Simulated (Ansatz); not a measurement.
Defect: interstitial Cu in amorphous Si27O54 (a melt-quenched model of 81 atoms), charge state +1. Method: PBE, PAW (plane waves to 420 eV; Ansatz, a program for electronic structure).

Cell of 81 host sites held at the glass model's own volume; the Γ point alone; Fermi-Dirac width 0.01 eV, spin-restricted; finite-size errors left in. Energies are static. This is one neighbourhood of one small, fast-quenched model, and the added charge may sit on a native defect of the glass. The charge state is imposed; whether it is stable for some Fermi level was not computed. Sites that were not tried may lie lower. The start lies 0.30 eV above the lowest site run (PBE).

Barriers: single points on a 2×2×2 k-point mesh shifted by half a step at the bands' geometries.

Relaxed starting cell (atoms counted from 1):

```
CuO54Si27
1.0
   10.40282     0.00000     0.00000
    0.00000    10.40282     0.00000
    0.00000     0.00000    10.40282
Si O Cu
27 54 1
Direct
  0.89817   0.35121   0.80041
  0.54681   0.25762   0.70832
  0.94779   0.10771   0.45022
  0.89901   0.67124   0.84839
  0.32494   0.28529   0.53795
  0.79925   0.87187   0.78487
  0.27142   0.42738   0.92934
  0.32704   0.48211   0.33404
  0.09959   0.18212   0.68295
  0.96735   0.39739   0.37972
  0.76480   0.58178   0.45911
  0.97239   0.82569   0.09665
  0.55212   0.51114   0.99550
  0.31089   0.94751   0.70342
  0.75935   0.12526   0.62509
  0.57619   0.54312   0.69167
  0.56612   0.62106   0.24455
  0.72732   0.98457   0.04598
  0.36882   0.02837   0.40545
  0.13765   0.64166   0.44916
  0.12463   0.34068   0.16358
  0.61322   0.88784   0.30124
  0.68241   0.26821   0.97936
  0.91503   0.81961   0.37610
  0.29008   0.64640   0.71319
  0.30660   0.11833   0.88498
  0.19409   0.03021   0.14846
  0.60513   0.13543   0.63395
  0.79375   0.97777   0.67068
  0.01042   0.08935   0.59792
  0.86521   0.69832   0.47338
  0.03864   0.27834   0.79168
  0.39890   0.47958   0.00001
  0.81469   0.26065   0.69883
  0.32350   0.96336   0.54921
  0.27032   0.00418   0.28266
  0.40795   0.02354   0.80524
  0.70836   0.14128   0.06575
  0.46358   0.50540   0.26592
  0.11152   0.90388   0.10557
  0.95044   0.81016   0.77681
  0.67302   0.60433   0.58605
  0.11062   0.17484   0.14867
  0.95787   0.70262   0.99335
  0.92619   0.76090   0.22749
  0.62844   0.92180   0.14594
  0.24068   0.53581   0.81814
  0.28583   0.80342   0.75578
  0.39526   0.25264   0.67377
  0.74853   0.72147   0.81760
  0.58691   0.63155   0.08788
  0.71381   0.95099   0.89415
  0.29965   0.27291   0.89324
  0.79605   0.13606   0.47525
  0.19095   0.07094   0.76692
  0.07204   0.77753   0.42102
  0.43923   0.61782   0.67698
  0.29174   0.05642   0.02609
  0.96881   0.97903   0.36964
  0.24777   0.37073   0.25386
  0.14754   0.41229   0.02495
  0.98931   0.39967   0.22000
  0.83503   0.30516   0.93990
  0.25636   0.62064   0.34564
  0.62746   0.38744   0.05996
  0.00426   0.24457   0.39953
  0.51528   0.99070   0.37217
  0.88032   0.95361   0.06878
  0.36229   0.18175   0.42905
  0.83238   0.43664   0.44896
  0.06720   0.49968   0.44011
  0.58248   0.24238   0.86127
  0.35235   0.42537   0.47925
  0.58708   0.39355   0.64735
  0.90977   0.51269   0.80473
  0.69576   0.58248   0.31910
  0.75185   0.87632   0.36647
  0.52134   0.75900   0.30070
  0.60042   0.53076   0.84809
  0.19230   0.63866   0.59623
  0.17760   0.27338   0.58703
  0.94434   0.18941   0.05750
```
Cell charge +1.

End state 1 differs by these moves (Å; atoms that move under 0.15 Å are left out):

```json
[
 {"atom": "1", "element": "Si", "Δx": "-0.14", "Δy": "0.14", "Δz": "0.00"},
 {"atom": "6", "element": "Si", "Δx": "-0.09", "Δy": "0.12", "Δz": "0.05"},
 {"atom": "9", "element": "Si", "Δx": "-0.09", "Δy": "0.25", "Δz": "0.09"},
 {"atom": "14", "element": "Si", "Δx": "0.17", "Δy": "-0.35", "Δz": "-0.09"},
 {"atom": "25", "element": "Si", "Δx": "0.01", "Δy": "-0.25", "Δz": "-0.04"},
 {"atom": "32", "element": "O", "Δx": "-0.09", "Δy": "0.31", "Δz": "0.00"},
 {"atom": "33", "element": "O", "Δx": "-0.10", "Δy": "0.16", "Δz": "0.00"},
 {"atom": "35", "element": "O", "Δx": "0.12", "Δy": "-0.33", "Δz": "-0.07"},
 {"atom": "36", "element": "O", "Δx": "0.06", "Δy": "-0.18", "Δz": "-0.04"},
 {"atom": "37", "element": "O", "Δx": "-0.22", "Δy": "-0.04", "Δz": "-0.13"},
 {"atom": "43", "element": "O", "Δx": "0.14", "Δy": "-0.06", "Δz": "0.07"},
 {"atom": "47", "element": "O", "Δx": "-0.04", "Δy": "-0.21", "Δz": "-0.07"},
 {"atom": "48", "element": "O", "Δx": "0.23", "Δy": "-0.27", "Δz": "0.08"},
 {"atom": "52", "element": "O", "Δx": "-0.08", "Δy": "0.15", "Δz": "-0.01"},
 {"atom": "53", "element": "O", "Δx": "0.15", "Δy": "-0.03", "Δz": "0.09"},
 {"atom": "55", "element": "O", "Δx": "-0.31", "Δy": "0.29", "Δz": "0.30"},
 {"atom": "57", "element": "O", "Δx": "-0.04", "Δy": "-0.25", "Δz": "-0.16"},
 {"atom": "63", "element": "O", "Δx": "-0.21", "Δy": "0.35", "Δz": "-0.05"},
 {"atom": "65", "element": "O", "Δx": "-0.23", "Δy": "-0.04", "Δz": "0.01"},
 {"atom": "69", "element": "O", "Δx": "-0.25", "Δy": "-0.20", "Δz": "0.12"},
 {"atom": "73", "element": "O", "Δx": "0.09", "Δy": "-0.13", "Δz": "-0.07"},
 {"atom": "75", "element": "O", "Δx": "-0.08", "Δy": "0.15", "Δz": "-0.11"},
 {"atom": "81", "element": "O", "Δx": "0.00", "Δy": "0.17", "Δz": "0.10"},
 {"atom": "82", "element": "Cu", "Δx": "1.44", "Δy": "-2.62", "Δz": "-2.99"}
]
```

### Question
What forward and backward barriers to end state 1 does PBE, PAW give?

### Answer
forward 0.53 eV, backward 0.83 eV; at the saddle point atom 82 has neighbours O at 2.05, O at 2.29, O at 2.36, O at 2.46 Å. The saddle point's order was not checked.
